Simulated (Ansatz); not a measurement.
Start from V$_{3}$Si in the A15 (Cr3Si type) structure (space group Pm-3n, No. 223).

```xyz
8
Lattice="4.6495 0.0000 0.0000 0.0000 4.6495 0.0000 0.0000 0.0000 4.6495" Properties=species:S:1:pos:R:3 pbc="T T T"
V      1.1624     0.0000     2.3248
V      3.4871     0.0000     2.3248
V      0.0000     2.3248     1.1624
V      0.0000     2.3248     3.4871
V      2.3248     1.1624     0.0000
V      2.3248     3.4871     0.0000
Si     0.0000     0.0000     0.0000
Si     2.3248     2.3248     2.3248
```

Computed with PBEsol/PAW in Ansatz (an electronic-structure program), scalar-relativistic without spin-orbit coupling.

Now apply this change: full substitution Si → Sn, then cell and atoms are relaxed.

Measured lattice parameter a: V3Si 4.7243 Å (temperature not stated; as listed in Zeng et al., arXiv (2023)); V3Sn 4.97 Å (temperature not stated; as listed in Transactions of the Japan Institute of Metals 27, 225 (1986)).

Q: How well does PBEsol reproduce the measured shift?

A: With PBEsol the lattice parameter a moves by +0.250 Å (4.650 → 4.900) against +0.246 Å measured.

Stability against distortions was not tested. Seeded moments were not kept for Si → Sn and the base. All final runs are without spin polarisation.
